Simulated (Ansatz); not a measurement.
## Cu: alloy series

The reference is Cu in the fcc (Cu type) structure (space group Fm-3m, No. 225; a = 3.564 Å).

The other end (x = 1) is Au in the fcc (Cu type) structure (space group Fm-3m, No. 225): 17.02 Å³/atom, gap zero.

Au replaces a fraction x of Cu; each row is one arrangement (x, atoms in the cell, starting space group or random), fully relaxed.

Calculations: Ansatz (a first-principles code) PBEsol, scalar-relativistic without spin-orbit coupling.

Notes on the quantities. mixing energy: to 0.01 eV only: unlike meshes or grids; deviation of the volume from the linear: Vegard-type) interpolation.

| case | density | mixing energy | deviation of the volume from the linear | shortest interatomic distance |
|---|---|---|---|---|
| base | 9.33 g/cm³ | – | – | 2.520 Å |
| x(Au) = 0.333, 3 atoms, P-3m1 | 13.19 g/cm³ | +0.06 eV/atom | +2.9 % | 2.473 Å |
| x(Au) = 0.5, 2 atoms, R-3m | 14.91 g/cm³ | +0.03 eV/atom | +2.4 % | 2.664 Å |
| x(Au) = 0.5, 4 atoms, P4/nmm | 15.23 g/cm³ | -0.02 eV/atom | +0.2 % | 2.466 Å |
| x(Au) = 0.5, 2 atoms, P4/mmm | 15.21 g/cm³ | -0.05 eV/atom | +0.3 % | 2.677 Å |

Each cell is one ordered arrangement of few atoms, which overstates ordering effects compared with a random alloy. No phonon test of stability was made. The final runs are not spin-polarised. Under x(Au) = 0.5, 4 atoms, P4/nmm the cell changed shape so far that it is another structure.
